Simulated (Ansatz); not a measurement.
# SrTiO3 in the cubic perovskite structure (space group Pm-3m, No. 221)

```
SrTiO3
1.0
    3.85418     0.00000     0.00000
    0.00000     3.85418     0.00000
    0.00000     0.00000     3.85418
Sr Ti O
1 1 3
Direct
  0.00000   0.00000   0.00000
  0.50000   0.50000   0.50000
  0.50000   0.00000   0.50000
  0.00000   0.50000   0.50000
  0.50000   0.50000   0.00000
```

Level of theory: LDA (Ansatz, a first-principles code), scalar-relativistic without spin-orbit coupling. k-mesh 9×9×9 (Γ-centred); smearing 0.05 eV (Fermi–Dirac).

| Quantity | Value |
|---|---|
| Volume per atom | 11.45 Å³ |
| Density | 5.32 g/cm³ |
| Band gap | 1.85 eV, indirect, R → Γ |
| Lowest conduction-band minima above the VBM | Γ 1.85 eV |
| Total energy | -1513.885 eV/atom (σ→0; compares only within this code and set-up) |

Whether these cells are dynamically stable was not tested. The final runs are not spin-polarised. Many cubic perovskites are stable only at high temperature; tilts and polar distortions were not tested.
